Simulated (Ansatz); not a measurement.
## Ansatz run on BiS (Cm, 4 atoms in the cell): self-consistent single point

Method: LDA (PW92), default PAW files made with PBE (plane waves; Ansatz, an electronic-structure program).

Input:

Ansatz 0.2 input:
```yaml
crystal:
  lattice:
    - [2.83287400, -2.79049200, 0.00000000]
    - [2.83287400, 2.79049200, 0.00000000]
    - [-1.65000200, 0.00000000, 10.87059800]
  atoms:
    - { symbol: Bi, position: [0.19052000, 0.19052000, 0.34731000] }
    - { symbol: Bi, position: [0.81082000, 0.81082000, 0.65729000] }
    - { symbol: S, position: [0.73361000, 0.73361000, 0.38560000] }
    - { symbol: S, position: [0.26639000, 0.26639000, 0.61440000] }
basis:
  ecutwfc: 420.0
kpoints:
  mp_grid: { grid: [8, 8, 3] }
hamiltonian:
  xc: lda
  pseudopotentials: { kind: paw }
scf:
  occupations: { method: fermi_dirac, width: 0.1 }
output:
  forces: true
  eigenvalues: true
  stress: true
```

Output (repeated stretches shortened):

```
WARN ansatz: RAYON_NUM_THREADS=1 ignored (pool sized by the plan → 1); use --threads N
Pseudopotentials: kind: paw
Pseudopotential: Bi, paw, valence charge 15
Pseudopotential: S, paw, valence charge 6
Crystal: 4 atoms, lattice volume = 171.867 Å³
Basis set: ecut = 420 eV, 3367 PW (Γ)
Bands: 26, of which v1, the nominal top of the filled ones, is band 21 counted from 1 (20 counted from 0)
Symmetry: 2 space group operations
Space group: Cm (ITA 8), of the structure as read, at distance tolerance 5.6e-5 Å
k-points: 57 of 192 (time reversal used)
PAW frozen core: Bi, regenerated for the run's functional, and the local potential with it
PAW frozen core: S, regenerated for the run's functional, and the local potential with it
Initial density: superposition of atomic densities (neutral atoms: chi_scale 0, normalization atom), corrected by the library's trained network
Initial wavefunctions: pseudopotential atomic-orbital guess
Eigensolver: davidson
Functional: x = slater, c = lda
SCF iter   1: F=—  HF=-25910.817128 eV  |F-HF|=—  |Δ(HF+E_count)|=         —  Δρ=5.22e-3  dr2=7.45e-2  ethr=1.77e-3  ⟨swp⟩=6.7  Hψ=7132  notcnv=0
all-band conjugate gradients solve this SCF's bands
preconditioner: auto → LDOS
SCF iter   2: F=—  HF=-25910.804067 eV  |F-HF|=—  |Δ(HF+E_count)|=   1.31e-2  Δρ=2.00e-3  dr2=1.38e-2  ethr=1.77e-4  ⟨swp⟩=2.7  Hψ=3209  notcnv=0
SCF iter   3: F=—  HF=-25910.801151 eV  |F-HF|=—  |Δ(HF+E_count)|=   2.92e-3  Δρ=6.80e-4  dr2=1.67e-3  ethr=3.28e-5  ⟨swp⟩=2.0  Hψ=2578  notcnv=0
SCF iter   4: F=—  HF=-25910.800773 eV  |F-HF|=—  |Δ(HF+E_count)|=   3.77e-4  Δρ=1.40e-4  dr2=4.49e-5  ethr=3.98e-6  ⟨swp⟩=2.0  Hψ=2454  notcnv=0
SCF iter   5: F=—  HF=-25910.800772 eV  |F-HF|=—  |Δ(HF+E_count)|=   1.73e-6  Δρ=3.74e-5  dr2=3.60e-6  ethr=1.07e-7  ⟨swp⟩=2.8  Hψ=2866  notcnv=0
SCF iter   6: F=—  HF=-25910.800772 eV  |F-HF|=—  |Δ(HF+E_count)|=   7.80e-7  Δρ=1.24e-5  dr2=3.75e-7  ethr=8.57e-9  ⟨swp⟩=3.0  Hψ=2891  notcnv=0
SCF iter   7: F=-25910.800772 eV  HF=-25910.800772 eV  |F-HF|=7.03e-9  |Δ(HF+E_count)|=   2.48e-8  Δρ=2.36e-6  dr2=1.58e-8  ethr=2.38e-10  ⟨swp⟩=6.4  Hψ=7097  notcnv=0
SCF 1 converged in 7 iterations: F = -25910.800772 eV  dr2 = 1.58e-8
SCF converged after 7 iterations
Free energy (F): -25910.800772 eV
Harris-Foulkes:  -25910.800772 eV  (|F-HF|=7.03e-9)
Internal energy: -25910.744245 eV  (E = F + TS)
E sigma→0 (E₀):  -25910.772509 eV
Entropy (-TS):   -0.056528 eV (-14.132 meV/atom)
Fermi energy:    4.161346 eV
--- Per-component energies (eV) ---
  E_band       = -441.373738
  E_kinetic    = 816.441828
  E_local      = -7319.507069  (includes V_loc(G=0)·N_el)
  E_nonlocal   = 1189.664504
  E_hartree    = 2962.221688
  E_xc         = -492.611383
  E_vxc        = -463.384544  (∫ρ·V_xc dr)
  E_paw        = -21842.736093  (= ΣΔE_a)
  E_vpaw       = -589.026508  (= ΣTr[D̂ρ^β])
  E_aug_tail   = -0.001047  (compensation charges beyond the density's cutoff)
  E_ewald      = -1224.513298
  E_core_change = 0.296625  (= ΣΔE_core)
  E_smearing   = -0.056528  (= −TS)
  E_closure    = -0.000000  (closes the sum)
  Σ components = -25910.800772   (vs F -25910.800772, Δ=0.00e0)
--- Forces (eV/Å), atoms counted from 1 ---
  atom   1  Bi     0.05019221    -0.00000000     0.19025818
  atom   2  Bi    -0.04817060     0.00000000    -0.24255606
  atom   3  S     -0.06885821     0.00000000     0.13741261
  atom   4  S      0.06683921    -0.00000000    -0.08512214
  max |Σ_I F_I| component: 7.41e-6 eV/Å
--- Stress (GPa, compression-positive) ---
       -1.757993       0.000000       0.002495
        0.000000      -1.442981       0.000000
        0.002495       0.000000      -0.974679
  P = ⅓ Tr σ = -1.3919 GPa (-13.919 kbar)
  The stress holds the Pulay correction. Without it, at fixed plane waves, as pw.x and ABINIT print it: P = -1.4057 GPa
--- Band table (eV; the first three rows and the last of 57) ---
  k-point 0: bands = ["-19.3946", "-19.3717", "-19.3506", "-19.3269", "-19.2935", "-19.2753", "-19.2657", "-19.2385", "-19.2255", "-19.2150", "-11.1402", "-10.0230", "-5.7370", "-4.6439", "-1.1510", "-0.4834", "-0.3902", "0.3534", "0.4388", [...]
  k-point 1: bands = ["-19.3946", "-19.3717", "-19.3506", "-19.3269", "-19.2935", "-19.2753", "-19.2657", "-19.2385", "-19.2255", "-19.2150", "-11.1402", "-10.0231", "-5.7372", "-4.6435", "-1.1485", "-0.4834", "-0.3901", "0.3534", "0.4387", [...]
  k-point 2: bands = ["-19.3904", "-19.3746", "-19.3464", "-19.3298", "-19.2906", "-19.2761", "-19.2662", "-19.2359", "-19.2264", "-19.2154", "-11.0212", "-9.9151", "-6.0533", "-4.9557", "-1.1825", "-0.3192", "-0.2535", "0.5229", "0.7585", "2.1783", [...]
  k-point 56: bands = ["-19.4268", "-19.3813", "-19.3342", "-19.2912", "-19.2824", "-19.2799", "-19.2536", "-19.2322", "-19.2294", "-19.2005", "-8.9053", "-8.8589", "-6.7033", "-6.6667", "-2.5424", "-2.4218", "-1.5568", "-1.4281", "0.7454", [...]
```

The run converged in 7 iterations.

The starting cell comes from a database of computed structures (which also holds hypothetical and non-ambient phases and stackings), without a prior relaxation at this level. Its lattice was rescaled by up to half a per cent. One atom was moved a little off its site on purpose. Spin-orbit coupling is off. Ansatz's pressure includes its estimate of the finite-basis (Pulay) stress. The run gives no clean gap (levels at the Fermi energy touch, overlap or are partly filled at this smearing), which alone does not show that the compound is a metal.
